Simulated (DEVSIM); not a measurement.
System: Co/SiO2/n-Si capacitor, at 300 K.

| layer (left to right) | material | thickness (nm) | Nd (cm⁻³) |
|---|---|---|---|
| 1 | SiO2 | 8.50 | - |
| 2 | Si | 1700 | 1.1e17 |

Metal gate on the left, work function 5 eV. Fixed charge at the semiconductor interface -8e11 cm⁻² (in units of +e); no interface traps.

Constants are typed, rounded textbook-type inputs, not results; the design itself was drawn at random and stands for no fabricated device. Values at 300 K.

```
parameter      SiO2       Si
-------------  ----  -------
gap (eV)          9    1.124
affinity (eV)   0.9     4.05
permittivity    3.9     11.7
Nc (cm⁻³)         -  2.86e19
Nv (cm⁻³)         -   3.1e19
```

DEVSIM, 1D Poisson equation in equilibrium, Boltzmann statistics, complete ionisation; no quantum confinement or tunnelling. Metal contacts follow the ideal Schottky-Mott rule: no Fermi-level pinning, no interface dipoles.

### Question
Tabulate band edges, carrier densities and field at 2.4 V on the gate.

### Answer
Energies count from the Fermi level of the right contact; mesh points crowd at the junctions.

```
x (μm)    Ec (eV)  Ev (eV)  n (cm⁻³)  p (cm⁻³)  field (V/cm)
--------  -------  -------  --------  --------  ------------
0.000       1.700   -7.300     < 1e2     < 1e2       1700000
0.001151    1.897   -7.103     < 1e2     < 1e2       1700000
0.003008    2.215   -6.785     < 1e2     < 1e2       1700000
0.005741    2.683   -6.317     < 1e2     < 1e2       1700000
0.007910    3.054   -5.946     < 1e2     < 1e2       1700000
0.008914    0.019   -1.105    1.4e19     < 1e2        320000
0.01066     0.056   -1.068    3.2e18     < 1e2        150000
0.01590     0.100   -1.024    5.9e17       200         49000
0.02537     0.127   -0.997    2.1e17       550         16000
0.04405     0.140   -0.984    1.3e17       930          2900
0.08465     0.144   -0.980    1.1e17      1100           100
0.2137      0.144   -0.980    1.1e17      1100           ≈ 0
0.4274      0.144   -0.980    1.1e17      1100           ≈ 0
0.8868      0.144   -0.980    1.1e17      1100           ≈ 0
1.401       0.144   -0.980    1.1e17      1100           ≈ 0
1.558       0.144   -0.980    1.1e17      1100           ≈ 0
1.638       0.144   -0.980    1.1e17      1100           ≈ 0
1.674       0.144   -0.980    1.1e17      1100           ≈ 0
1.696       0.144   -0.980    1.1e17      1100           ≈ 0
1.703       0.144   -0.980    1.1e17      1100           ≈ 0
1.707       0.144   -0.980    1.1e17      1100           ≈ 0
1.708       0.144   -0.980    1.1e17      1100           ≈ 0
```
